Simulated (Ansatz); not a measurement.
The starting structures come from a database of crystals and need not be the phases stable at ambient conditions.

 Where the default PAW files enter, the runs use the earlier of Ansatz's two default sets.

Inside the gap of an insulator the Bloch states are evanescent, with a wavenumber k + iκ along the transport direction.

Consider the following.

```
CELL_PARAMETERS angstrom
      4.66241     0.00000     0.00000
      0.00000     4.66241     0.00000
      0.00000     0.00000     9.26369
ATOMIC_POSITIONS crystal
  Mg 0.00000 0.00000 0.00000
  Mg 0.50000 0.50000 0.50000
  Sb 0.50000 0.50000 0.83229
  Sb 0.50000 0.50000 0.16771
  Sb 0.00000 0.00000 0.33229
  Sb 0.00000 0.00000 0.66771
  O  0.30165 0.30165 0.67189
  O  0.69835 0.69835 0.32811
  O  0.19835 0.80165 0.17189
  O  0.80165 0.19835 0.82811
  O  0.69835 0.69835 0.67189
  O  0.30165 0.30165 0.32811
  O  0.80165 0.19835 0.17189
  O  0.19835 0.80165 0.82811
  O  0.69008 0.69008 0.00000
  O  0.30992 0.30992 0.00000
  O  0.80992 0.19008 0.50000
  O  0.19008 0.80992 0.50000
```

Space group of this cell: P4_2/mnm. The cell is taken as given.

Transport runs along the normal of the first two printed cell vectors, the (001) plane of the conventional cell.

No gap correction and no spin-orbit coupling; mid-gap values are interpolated between computed energies.

Question: State the band gap and the smallest decay constant κ at mid-gap according to r2SCAN (Ansatz, a program for electronic structure).

Answer: Gap 2.15 eV on a 8×8×4 mesh; κ = 0.235 1/Å, at the zone centre.
